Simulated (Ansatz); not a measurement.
**Fermi-surface data of IrAl (Pm-3m)**

Given:

```
CELL_PARAMETERS angstrom
      2.99025     0.00000     0.00000
      0.00000     2.99025     0.00000
      0.00000     0.00000     2.99025
ATOMIC_POSITIONS crystal
  Al 0.00000 0.00000 0.00000
  Ir 0.50000 0.50000 0.50000
```

Level of theory: PBEsol with spin-orbit coupling, rigid bands (plane waves, PAW; Ansatz, a quantum-chemistry and plane-wave program). Condition of this run: spin-orbit coupling switched on. Cell: cell and atoms relaxed with PBEsol.

- density of states at the Fermi level: 0.395 states/(eV·cell), both spins
- bare Sommerfeld coefficient: 0.47 mJ/(mol of atoms·K²)
- Drude plasma energy: 4.0 eV
- root-mean-square Fermi velocity: 6.4e5 m/s
- resistivity times τ: 31 ×10⁻²² Ω·m·s

A metal at this level (no band gap); rigid bands, thermally averaged at 300 K, both spins. τ is one relaxation time for all states.

Computed structure, not matched to a measured one here, so possibly hypothetical: IrAl (Pm-3m).
